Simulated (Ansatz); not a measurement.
## Effect of pressure −1 GPa on Ga2O3

Base system: Ga$_{2}$O$_{3}$ (space group C2/m, No. 12; a = 12.256 Å, b = 3.039 Å, c = 5.808 Å, α = 90.00°, β = 103.81°, γ = 90.00°).

Modification: hydrostatic tension (pressure −1 GPa).

All numbers come from r2SCAN (Ansatz, a first-principles code, PAW, scalar-relativistic without spin-orbit coupling). Settings: 11×11×6 k-points, 0.05 eV Fermi–Dirac smearing.

* **Volume per atom**: 10.56 Å³ (base 10.50 Å³)
* **Density**: 5.89 g/cm³ (base 5.93 g/cm³)
* **Shortest interatomic distance**: 1.836 Å (base 1.834 Å)
* **Enthalpy H = E + PV relative to the base's energy**: -0.07 eV/atom
* **Band gap**: 2.98 eV (base 3.02 eV)
* **Gap character**: indirect, k = (0.455, -0.455, -1/2) in the run's primitive reciprocal basis → Γ (base indirect, k = (0.455, -0.455, -1/2) in the run's primitive reciprocal basis → Γ)
* **Smallest direct gap**: 3.01 eV (base 3.05 eV)

Final structure:

```xyz
10
Lattice="6.1421 -1.5220 0.0000 6.1421 1.5220 0.0000 -1.3893 0.0000 5.6497" Properties=species:S:1:pos:R:3 pbc="T T T"
Ga     0.0065     0.0000     4.4898
Ga    10.8884     0.0000     1.1599
Ga     7.6532     0.0000     1.7774
Ga     3.2417     0.0000     3.8723
O      1.8583     0.0000     0.6172
O      9.0367     0.0000     5.0325
O      1.3476     0.0000     3.1862
O      9.5473     0.0000     2.4635
O      5.7392     0.0000     1.4493
O      5.1557     0.0000     4.2004
```

Load acts through the strain it causes; cell and atoms are relaxed under it. Stability against distortions was not tested.
